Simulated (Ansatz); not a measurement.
# TiC: response to strain

The parent structure is TiC in the rock salt structure (space group Fm-3m, No. 225; a = 4.328 Å; relaxed with 0.1 eV smearing). Axes: x, y, z lie along the cube axes.

Strains are applied to the cell and any free atomic positions relax; under biaxial strain the out-of-plane vector relaxes too.

The values are results of r2SCAN (Ansatz, a quantum-chemistry and plane-wave program; PAW; 500 eV plane waves; scalar-relativistic without spin-orbit coupling), not measurements.

Notes on the quantities. energy relative to the base: free energy F; pressure: mean of the normal stresses, compression positive.

| case | energy relative to the base | pressure |
|---|---|---|
| base | 0 meV/atom | 0.0 GPa |
| biaxial strain +0.50 %, plane normal [001], relaxed out of plane | +0.9 meV/atom | -1.9 GPa |
| biaxial strain +1.00 %, plane normal [001], relaxed out of plane | +3.6 meV/atom | -3.7 GPa |
| biaxial strain +1.50 %, plane normal [001], relaxed out of plane | +8.0 meV/atom | -5.5 GPa |
| biaxial strain +2.00 %, plane normal [001], relaxed out of plane | +14 meV/atom | -7.1 GPa |
| biaxial strain +2.50 %, plane normal [001], relaxed out of plane | +22 meV/atom | -8.6 GPa |
| biaxial strain +3.00 %, plane normal [001], relaxed out of plane | +31 meV/atom | -10.1 GPa |

Whether these cells are dynamically stable was not tested. All final runs are without spin polarisation.
